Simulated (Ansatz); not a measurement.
Defect: interstitial Na in rutile TiO2, charge state +1. All values below come from PBE, PAW (plane waves to 420 eV; Ansatz, a program for electronic structure).

Settings: 72 host sites, the relaxed PBE lattice, one k-point at (0.250, 0.250, 0.250), smearing 0.01 eV, spin-restricted, no image-charge correction. Energies are static. The charge state is imposed; whether it is stable for some Fermi level was not computed. Sites that were not tried may lie lower. The start lies 0.13 eV above the lowest site run (PBE).

Barriers: single points on a 2×2×2 k-point mesh shifted by half a step at the bands' geometries.

The step: Na moves alone to another site. Atoms about the jump, Cartesian Å from the middle of the jump, before and after:

```csv
atom,x0,y0,z0,x1,y1,z1
Na1,0.00,0.00,0.73,0.00,0.00,-0.73
O2,1.46,-0.90,-0.61,1.70,-1.06,-0.64
O3,-1.46,0.90,-0.61,-1.70,1.06,-0.64
O4,-1.06,-1.70,0.84,-0.86,-1.43,0.77
O5,1.06,1.70,0.83,0.86,1.43,0.77
O6,0.90,1.43,-2.09,0.89,1.45,-2.08
O7,-0.90,-1.43,-2.09,-0.89,-1.46,-2.08
O8,-1.42,0.86,2.25,-1.42,0.91,2.30
O9,1.43,-0.86,2.25,1.42,-0.91,2.30
Ti10,0.03,2.55,-0.63,0.03,2.66,-0.63
Ti11,-2.65,0.04,0.83,-2.46,0.14,0.81
Ti12,2.66,-0.04,0.84,2.46,-0.14,0.82
Ti13,-0.03,-2.55,-0.65,-0.03,-2.66,-0.64
Ti14,-2.20,0.01,-2.08,-2.54,0.04,-2.13
Ti15,2.20,-0.02,-2.08,2.54,-0.05,-2.12
Ti16,-0.15,-2.44,2.29,-0.10,-2.23,2.27
Ti17,0.16,2.44,2.30,0.09,2.23,2.27
```

**Question.** Where do these atoms stand at the saddle point, and how high is it?

**Answer.** 
| atom | x | y | z |
|---|---|---|---|
| Na1 | 0.00 | 0.01 | 0.07 |
| O2 | 1.60 | -1.01 | -0.66 |
| O3 | -1.62 | 1.02 | -0.66 |
| O4 | -1.01 | -1.59 | 0.83 |
| O5 | 1.00 | 1.61 | 0.83 |
| O6 | 0.85 | 1.40 | -2.05 |
| O7 | -0.86 | -1.39 | -2.05 |
| O8 | -1.40 | 0.87 | 2.23 |
| O9 | 1.40 | -0.85 | 2.23 |
| Ti10 | 0.00 | 2.65 | -0.67 |
| Ti11 | -2.64 | 0.04 | 0.85 |
| Ti12 | 2.63 | -0.02 | 0.85 |
| Ti13 | 0.00 | -2.64 | -0.68 |
| Ti14 | -2.27 | 0.05 | -2.09 |
| Ti15 | 2.26 | -0.04 | -2.09 |
| Ti16 | -0.10 | -2.27 | 2.25 |
| Ti17 | 0.08 | 2.28 | 2.26 |
It lies 0.083 eV above the start and 0.083 eV above the end. The saddle point's order was not checked, and it lies on a symmetry element of the cell, where a band can be held.
